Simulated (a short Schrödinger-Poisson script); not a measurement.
## Gated Al0.4Ga0.6N/GaN polarisation-induced gas

Structure: gated Al0.4Ga0.6N/GaN polarisation-induced gas, at 20 K.

| layer | material | thickness (nm) | Na (cm⁻³) |
|---|---|---|---|
| 1 | Al0.4Ga0.6N | 10 | - |
| 2 | GaN | 6000 | 2e15 |

The device is made up for the run: typed textbook-type constants, with dimensions and the other settings drawn at random. Al0.4Ga0.6N: permittivity 9.26, conduction-band edge (eV) 0.58, gap (eV) 4.258, electron mass (mₑ) 0.248, Nv at 300 K (cm⁻³) 4.6e19. GaN: permittivity 9.5, conduction-band edge (eV) 0, gap (eV) 3.43, Nv at 300 K (cm⁻³) 4.6e19.

Channel valleys (confinement mass, in-plane density-of-states mass, number): Γ 0.2, 0.2, 1. At the gate the conduction-band edge of layer 1 lies 1.36 eV − eVg above the Fermi level of the channel; the field vanishes at the back. Sheet of polarisation charge: +2e13 e/cm² at 10 nm from the gate. The barrier under the gate holds no holes. Gaps are held at their typed values at every temperature. Mesh 0.08 nm at interfaces.

Solved with a short Schrödinger-Poisson script written for these runs: 1D Poisson equation in equilibrium, electrons quantum, Hartree (BenDaniel-Duke, 40 states a valley, the channel's in-plane mass for all, wave functions free to enter the barrier), parabolic valleys, classical holes, full ionisation, no traps, pinning or gate leakage.

| Vg (V) | electrons (cm⁻²) | in the channel layer | C (μF/cm²) | Γ E0 (meV) | Γ E1 (meV) |
|---|---|---|---|---|---|
| 0.5 | 1.58e13 | 1.46e13 | 0.756 | -168.8 | -20.2 |
| 0.25 | 1.46e13 | 1.36e13 | 0.752 | -157.5 | -17.5 |
| 0 | 1.34e13 | 1.26e13 | 0.748 | -146.1 | -14.9 |
| -0.25 | 1.23e13 | 1.16e13 | 0.744 | -134.7 | -12.4 |
| -0.5 | 1.11e13 | 1.06e13 | 0.740 | -123.2 | -10.0 |
| -0.75 | 9.98e12 | 9.56e12 | 0.736 | -111.6 | -7.8 |
| -1 | 8.83e12 | 8.51e12 | 0.731 | -100.0 | -5.7 |
| -1.25 | 7.70e12 | 7.45e12 | 0.726 | -88.3 | -3.6 |
| -1.5 | 6.57e12 | 6.39e12 | 0.720 | -76.6 | -1.4 |
| -1.75 | 5.45e12 | 5.33e12 | 0.713 | -64.6 | 1.3 |
| -2 | 4.35e12 | 4.27e12 | 0.703 | -52.0 | 6.9 |
| -2.25 | 3.26e12 | 3.21e12 | 0.693 | -39.0 | 14.4 |
| -2.5 | 2.19e12 | 2.16e12 | 0.680 | -26.2 | 21.2 |
| -2.75 | 1.14e12 | 1.13e12 | 0.658 | -13.6 | 26.8 |
| -3 | 1.48e11 | 1.48e11 | 0.594 | -1.0 | 30.5 |

Gate voltages with under 1e6 electrons/cm² are left out.

Subbands count from the Fermi level.
